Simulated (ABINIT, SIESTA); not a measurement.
A SIESTA input for a self-consistent single point of Nb₃Sb (Pm-3n, 8 atoms in the cell) (DFT, LDA PW92, numerical atomic orbitals TZP, PseudoDojo LDA standard norm-conserving potentials (rewritten from UPF to PSML)):

```
# files in the folder: Nb.psml Sb.psml (PseudoDojo LDA standard)
SystemName  Nb3Sb
SystemLabel nb3sb

NumberOfAtoms                8
NumberOfSpecies              2
%block ChemicalSpeciesLabel
  1 41 Nb
  2 51 Sb
%endblock ChemicalSpeciesLabel
LatticeConstant              1.0 Ang
%block LatticeVectors
     5.302470000    0.000000000    0.000000000
     0.000000000    5.302470000    0.000000000
     0.000000000    0.000000000    5.302470000
%endblock LatticeVectors
AtomicCoordinatesFormat      Ang
%block AtomicCoordinatesAndAtomicSpecies
     1.325617500    0.000000000    2.651235000  1
     3.976852500    0.000000000    2.651235000  1
     2.651235000    3.976852500    0.000000000  1
     2.651235000    1.325617500    0.000000000  1
     0.000000000    2.651235000    3.976852500  1
     0.000000000    2.651235000    1.325617500  1
     0.000000000    0.000000000    0.000000000  2
     2.651235000    2.651235000    2.651235000  2
%endblock AtomicCoordinatesAndAtomicSpecies

XC.functional                LDA
XC.authors                   PW92
PAO.BasisSize                TZP
PAO.EnergyShift              0.005 Ry
MeshCutoff                   300 Ry
%block kgrid.MonkhorstPack
    5   0   0  0.0
    0   5   0  0.0
    0   0   5  0.0
%endblock kgrid.MonkhorstPack
OccupationFunction           FD
ElectronicTemperature        1160.45 K

MaxSCFIterations             150
SCF.Mixer.Method             Pulay
SCF.Mixer.Weight             0.1
SCF.Mixer.History            6
SCF.DM.Tolerance             1.0E-05
Diag.ParallelOverK           true
WriteForces                  true
```

Question: Translate this input to ABINIT.

Answer: This is the input that was run; spellings and numerical settings could be chosen otherwise.

```
# Nb3Sb, JTH v2.0 LDA PAW
pp_dirpath "./"
pseudos "Nb.LDA_PW-JTH.xml, Sb.LDA_PW-JTH.xml"
acell 3*1.0 Angstrom
rprim
         5.3024700000    0.0000000000    0.0000000000
         0.0000000000    5.3024700000    0.0000000000
         0.0000000000    0.0000000000    5.3024700000
natom 8
ntypat 2
znucl 41 51
typat 1 1 1 1 1 1 2 2
xcart
         2.5050540210    0.0000000000    5.0101080420
         7.5151620630    0.0000000000    5.0101080420
         5.0101080420    7.5151620630    0.0000000000
         5.0101080420    2.5050540210    0.0000000000
         0.0000000000    5.0101080420    7.5151620630
         0.0000000000    5.0101080420    2.5050540210
         0.0000000000    0.0000000000    0.0000000000
         5.0101080420    5.0101080420    5.0101080420
ecut 20 Ha
pawecutdg 40 Ha
pawxcdev 0
occopt 3
tsmear 0.00367493
nband 67
kptopt 1
ngkpt 5 5 5
nshiftk 1
shiftk 0 0 0
nstep 60
tolvrs 1.0e-12
prtwf 0
prtden 0
enunit 2
```

Basis settings and potentials, where a program has them, do not carry over. This input uses DFT, LDA (PW92), plane waves, PAW (JTH v2.0 LDA PAW). LDA parametrisations can differ slightly between programs. Both were run: pressure -9.15 GPa in SIESTA and -10.20 in ABINIT.

On SIESTA: the starting cell comes from a database of computed structures (which also holds hypothetical and non-ambient phases and stackings), without a prior relaxation at this level. Its lattice was rescaled by a random factor within 2.5 % of one. Spin polarisation is off. Values carry the incompleteness of an atom-centred basis. With a pressure of about -9 GPa the cell is away from its equilibrium volume at this level.

On ABINIT: the starting cell comes from a database of computed structures (which also holds hypothetical and non-ambient phases and stackings), without a prior relaxation at this level. Its lattice was rescaled by a random factor within 2.5 % of one. Spin polarisation is off. With a pressure of about -10 GPa the cell is away from its equilibrium volume at this level.
